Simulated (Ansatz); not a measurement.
**WS2 under a change: S → Se**

Start from WS$_{2}$ in the 2H-MoS2 type structure (space group P6_3/mmc, No. 194; a = 3.1700 Å, c = 12.4918 Å; layered, stacked along the Cartesian z axis).

Perturbation: full substitution S → Se; the structure is relaxed again.

All numbers come from r2SCAN+rVV10, PAW, 500 eV (Ansatz, an electronic-structure program; spin-orbit coupling left out). k-mesh 11×11×3 (Γ-centred); smearing 0.05 eV (Fermi–Dirac), for the changed cell.

The volume per atom increases by 2.55 Å³ (18.12 Å³ → 20.67 Å³) and the density goes up by 1.578 g/cm³, from 7.58 g/cm³ to 9.15 g/cm³. The lattice parameter a increases by 0.130 Å to 3.300 Å and the c/a ratio grows by 0.044 (3.941 → 3.985). The space group stays P6_3/mmc (No. 194) and the shortest interatomic distance increases by 0.1238 Å (2.407 Å → 2.530 Å). The band gap stays essentially unchanged (1.13 eV against 1.12 eV) and the smallest direct gap shrinks by 0.285 eV (1.90 eV → 1.61 eV). The width of the top valence band shrinks by 0.33 eV to 1.58 eV and the hole mass becomes 0.96 mₑ along c, 0.77 mₑ across (at Γ) (base: 0.74 mₑ along c, 0.62 mₑ across (at Γ)). The valence-band top at Γ (three highest levels, from the VBM) goes from 0.00, -1.17, -1.71 eV to 0.00, -1.06, -1.28 eV.

Cost of the whole job for the changed cell (relaxation, final SCF and bands): about 4 core-minutes (a rough figure).

Spin-orbit coupling, missing from the scalar runs, can matter with W. Masses are band curvatures over ±0.01 Å⁻¹ around the edge. No phonon test of stability was made.
